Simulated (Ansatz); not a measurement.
# Y on the Ca site (rock-salt CaO host)

Level of theory: PBE, PAW (plane waves to 420 eV; Ansatz, a quantum-chemistry and plane-wave program). A 2×2×2 supercell of 64 sites was used; the energies come from a 2×2×2 shifted sampling of its zone. Site at the start: the Ca site. Energies of charged states are corrected for periodic images (point charge plus alignment at distant sites). Dielectric constants: PBE linear response of the host. Host gap at this level: 3.66 eV. These values are not converged in cell size to better than tenths of an eV. The semilocal functional narrows the gap, so deep levels can fall outside it. Spin–orbit coupling is left out. Each state is the lowest found from its start.

| charge | moment (μB) | point group | largest move off a lattice site (Å) | image correction with alignment (eV) |
|---|---|---|---|---|
| +1 | not spin-polarised | Oh | 0.09 | 0.22 |
| 0* | 1.0 | Oh | 0.08 | – |
| −1* | not spin-polarised | – | 0.07 | – |

* At this level the carrier isn't localised at the defect: at charge 0 electrons occupy the conduction band; at charge −1 electrons occupy the conduction band. Such a state is shallow or no state of the defect, and this cell gives it no level.

Point groups are those of the whole cell at tolerances of 0.03 and 0.1 Å ("near" where only the looser one holds); none is given for unsettled states.

All states together cost about 80 core-minutes (a rough figure).
